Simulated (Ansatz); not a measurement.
BP under load (space group F-43m), r2SCAN with spin-orbit coupling, rigid bands (Ansatz, a quantum-chemistry and plane-wave program). Condition of this run: hydrostatic pressure 5 GPa (the target of the relaxation). Band gap 1.36 eV, N_c = 4.31e19 cm⁻³ and N_v = 2.37e19 cm⁻³ at 300 K, conductivity masses of 0.325 mₑ (electrons) and 0.401 mₑ (holes). Take k_BT = 0.02585 eV.

### Question
A film of it is 3 nm thick. Estimate the confinement energies in an infinite well.

### Answer
ħ²π²/(2m t²) = 0.376 eV·nm²/(m/mₑ × t²) gives 129 meV for electrons and 104 meV for holes, so the gap would widen to about 1.59 eV. Finite barriers and nonparabolic bands lower this, and with several valleys or bands the heaviest mass along the normal sets the lowest level, not this average.

### Question
What thermal injection velocity √(2k_BT/πm) limits a ballistic channel?

### Answer
9.44e6 cm/s for electrons and 8.50e6 cm/s for holes, a ratio of √(m_h/m_e) = 1.11, for dilute carriers.

### Question
What built-in voltage has an abrupt junction with N_A = 1e17 and N_D = 1e17 cm⁻³, all dopants ionised?

### Answer
V_bi = E_g/e − (k_BT/e) ln(N_c N_v/(N_A N_D)) = 1.36 − 0.02585 × 11.53 = 1.06 V, for the computed gap.

Rigid bands with the computed gap; masses take one relaxation time for all states.
